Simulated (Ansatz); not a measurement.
Substrate model: Si(111) 1x1 surface, 6 top atoms, 3 bilayers, bottom bilayer H-capped and fixed, every top atom capped by H; cell 11.5 x 6.6 Å; two neighbouring H replaced by OH; about 7 Å thick over the host's atoms, 18 atoms held. The numbers are results of PBE-D3(BJ) (plane waves to 420 eV, PAW; Ansatz, a quantum-chemistry and plane-wave program), not measurements. k mesh 1 x 2 x 1. The slab states were run without spin polarisation. Slab thickness, cell and mesh are as stated and are not converged limits. Energies are static: no zero-point or thermal part. Each state was relaxed from one prepared geometry.

One SiCl4 a cell is brought to Si(111):H with two OH. Relaxed result near the molecule:

```
atom    x (Å)  y (Å)   z (Å)
------  -----  -----  ------
H(44)   7.664  6.718  11.022
H(45)   9.614  3.317  11.027
H(47)   4.719  3.371  11.529
Si(a0)  6.505  4.226  14.443
Cl(a1)  6.164  2.224  14.318
Cl(a2)  8.115  4.739  13.310
Cl(a3)  6.886  4.714  16.386
Cl(a4)  4.855  5.258  13.830
```

Problem. What is the adsorption energy against the free SiCl4 and the slab before, and how much of it is dispersion?

Solution. -0.35 eV (negative: bound); the D3 term gives -0.36 eV of it. Its closest contacts to the rest of the cell: Cl(a4)...H(47) 2.98 Å, Cl(a2)...H(44) 3.06 Å, Cl(a2)...H(45) 3.08 Å.
